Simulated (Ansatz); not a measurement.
A self-consistent single point of AlTc2 (I4mm, 3 atoms in the cell) with Ansatz (an electronic-structure program).

Method of the run: PBEsol, default PAW files made with PBE (plane waves; Ansatz).

```
AlTc2
1.0
   -1.48306     1.48306     4.70677
    1.48306    -1.48306     4.70677
    1.48306     1.48306    -4.70677
Al Tc
1 2
Direct
  0.00531   0.00531   0.00000
  0.66991   0.66991   0.00000
  0.33009   0.33009   0.00000
```

Reference input (self-consistent single point, DFT, PBEsol, plane waves, default PAW files made with PBE): basis.ecutwfc = 500 eV; kpoints.mp_grid.grid = 9 9 9; hamiltonian.xc = pbesol; hamiltonian.pseudopotentials = {kind: paw} (the program's default PAW files); scf.occupations.method = fermi_dirac; scf.occupations.width = 0.1 eV. This run's input differs from it in these lines:

Ansatz 0.2 input:
```diff
@@ -10,3 +10,3 @@
 basis:
-  ecutwfc: 500.0
+  ecutwfc: 400.0
 kpoints:
```

The program printed (abridged):

```
SCF iter   1: F=—  HF=-11201.519400 eV  |F-HF|=—  |Δ(HF+E_count)|=         —  Δρ=5.17e-2  dr2=1.19e0  ethr=3.10e-3  ⟨swp⟩=4.8  Hψ=6061  notcnv=0
all-band conjugate gradients solve this SCF's bands
preconditioner: auto → Kerker (q_TF=auto, 2.627 Å⁻¹)
SCF iter   2: F=—  HF=-11201.222483 eV  |F-HF|=—  |Δ(HF+E_count)|=   2.97e-1  Δρ=2.81e-2  dr2=4.35e-1  ethr=3.10e-3  ⟨swp⟩=2.0  Hψ=2468  notcnv=0
SCF iter   3: F=—  HF=-11201.062130 eV  |F-HF|=—  |Δ(HF+E_count)|=   1.60e-1  Δρ=6.06e-3  dr2=3.30e-2  ethr=1.32e-3  ⟨swp⟩=2.0  Hψ=2500  notcnv=0
SCF iter   4: F=—  HF=-11201.049906 eV  |F-HF|=—  |Δ(HF+E_count)|=   1.22e-2  Δρ=1.08e-3  dr2=4.62e-4  ethr=9.99e-5  ⟨swp⟩=2.0  Hψ=2204  notcnv=0
SCF iter   5: F=—  HF=-11201.049671 eV  |F-HF|=—  |Δ(HF+E_count)|=   2.35e-4  Δρ=2.14e-4  dr2=2.12e-5  ethr=1.40e-6  ⟨swp⟩=2.2  Hψ=2572  notcnv=0
SCF iter   6: F=—  HF=-11201.049668 eV  |F-HF|=—  |Δ(HF+E_count)|=   2.30e-6  Δρ=3.19e-5  dr2=3.74e-7  ethr=6.43e-8  ⟨swp⟩=2.0  Hψ=2193  notcnv=0
SCF iter   7: F=-11201.049668 eV  HF=-11201.049668 eV  |F-HF|=1.56e-8  |Δ(HF+E_count)|=   1.43e-7  Δρ=6.80e-6  dr2=2.31e-8  ethr=3.03e-10  ⟨swp⟩=5.0  Hψ=5972  notcnv=0
SCF 1 converged in 7 iterations: F = -11201.049668 eV  dr2 = 2.31e-8
Free energy (F): -11201.049668 eV
Internal energy: -11201.000489 eV  (E = F + TS)
E sigma→0 (E₀):  -11201.025078 eV
Entropy (-TS):   -0.049180 eV (-16.393 meV/atom)
Fermi energy:    18.633956 eV
--- Forces (eV/Å), atoms counted from 1 ---
  atom   1  Al     0.00000000    -0.00000000    -0.51818840
  atom   2  Tc     0.00000000    -0.00000000     0.16410424
  atom   3  Tc     0.00000000     0.00000000     0.35408834
--- Stress (GPa, compression-positive) ---
       -0.909840      -0.000000       0.000000
       -0.000000      -0.909840       0.000000
        0.000000       0.000000       0.576294
  P = ⅓ Tr σ = -0.4145 GPa (-4.145 kbar)
  The stress holds the Pulay correction. Without it, at fixed plane waves, as pw.x and ABINIT print it: P = -4.3110 GPa
```

The run converged in 7 iterations. Against the reference run the free energy goes up by 29.2 meV/atom, the pressure moves little (-0.35 to -0.41 GPa) and the largest force moves little (0.519 to 0.518 eV/Å).

The starting cell comes from a database of computed structures (which also holds hypothetical and non-ambient phases and stackings), without a prior relaxation at this level. Its lattice was rescaled by up to half a per cent. One atom was moved a little off its site on purpose. Spin polarisation is off. Ansatz's pressure includes its estimate of the finite-basis (Pulay) stress. Without the estimate this run gives -4.31 GPa. The cutoff lies below the one recommended for these files.
